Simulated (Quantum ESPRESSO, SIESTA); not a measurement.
Equation of state of fcc Pt (space group 225): energy against volume (SIESTA, PBE)

```
Pt
1.0
    0.00000     1.92515     1.92515
    1.92515     0.00000     1.92515
    1.92515     1.92515     0.00000
Pt
1
Direct
  0.00000   0.00000   0.00000
```

Computed with GGA PBE, numerical atomic orbitals TZP, PseudoDojo PBE standard norm-conserving potentials (rewritten from UPF to PSML) (SIESTA 5.4.2). Settings: XC.functional = GGA; XC.authors = PBE; potentials = PseudoDojo PBE standard; PAO.BasisSize = TZP; PAO.EnergyShift = 0.005 Ry; MeshCutoff = 390 Ry; kgrid.MonkhorstPack = 25 25 25; OccupationFunction = FD; ElectronicTemperature = 0.05 eV; MaxSCFIterations = 150; SCF.Mixer.Method = Broyden; SCF.Mixer.Weight = 0.2; SCF.Mixer.History = 8; SCF.DM.Tolerance = 1.0E-04. The cell above is the first row's. The rows scale it uniformly. In all rows the k mesh is held. E is the free energy at the stated smearing, counted from the lowest row.

| V (Å^3/atom) | E (meV/atom) |
|---|---|
| 14.270 | ? |
| 14.580 | 68.49 |
| 14.890 | 32.63 |
| 15.201 | 10.34 |
| 15.511 | 0.00 |
| 15.821 | 0.40 |
| 16.131 | 10.59 |
| 16.441 | 28.50 |
| 16.752 | 53.28 |

**Question.** Using the third-order Birch-Murnaghan form, a cubic in V^(-2/3), estimate the missing E at V = 14.270 from the other rows, showing the fit.

**Answer.** With u = V^(-2/3) - 0.160, the rows have u = 0.007557, 0.005223, 0.002962, 0.000783, -0.001324, -0.003364, -0.005339, -0.007259. Least squares gives E = -0.838 + 357.60·u + 1122363·u² + 6039135·u³. Residuals (row less fit): -0.077, 0.122, 0.115, -0.133, -0.242, 0.160, 0.173, -0.117; standard error 0.212 (degrees of freedom: 4). Its minimum lies at u = -0.000160, so V0 = (0.159840)^(-3/2) = 15.65. There d²E/du² = 2239000 and d³E/du³ = 3.623e7, so B0 = (4/9) × 15.65^(-7/3) × 2239000 × 0.160218 = 260 GPa (the last factor turns the table's units into GPa), and B0' = 4 + (2/3) × 0.159840 × (3.623e7)/2239000 = 5.7. The program's pressures in the fitted runs (not shown) pass through zero at V = 15.65, 0.00 % from this V0. At the withheld row, u = 0.009975, so E = -0.838 + 357.60 × 0.009975 + 1122363 × 0.009975² + 6039135 × 0.009975³ = 120.399 meV/atom. The calculation gives 121.40 meV/atom, 1.001 meV/atom above the prediction (0.8 % of the range of E in the table). The row lies outside the fitted rows, so this is an extrapolation. From the scatter of the fitted rows alone, a prediction at this place has a standard error of 0.626 meV/atom, so the miss is 1.6 times that.

Carrying the step between the two nearest rows on in a straight line would have given 104.35, off by 17.05; series whose last step already gives the withheld value aren't shown. The scan was laid around a cell of about the measured size, scaled by a guess for this functional. A plane-wave scan with the same functional (Quantum ESPRESSO, GBRV) gives V0 = 15.61 Å^3/atom and B0 = 249 GPa; a Birch-Murnaghan fit to all rows here lies 0.2 % from it in V0 and 5 % in B0; the two differ in basis, and may differ in potentials and mesh. Spin polarisation is off. Values carry the incompleteness of an atom-centred basis. Spin-orbit coupling is off. Cutoffs and mesh are single choices, not tested for convergence of this quantity. Series with a scatter that would blur these digits, or in which a gap closes, are not shown. Nor are scans whose minimum lies at an end fitted in this form.
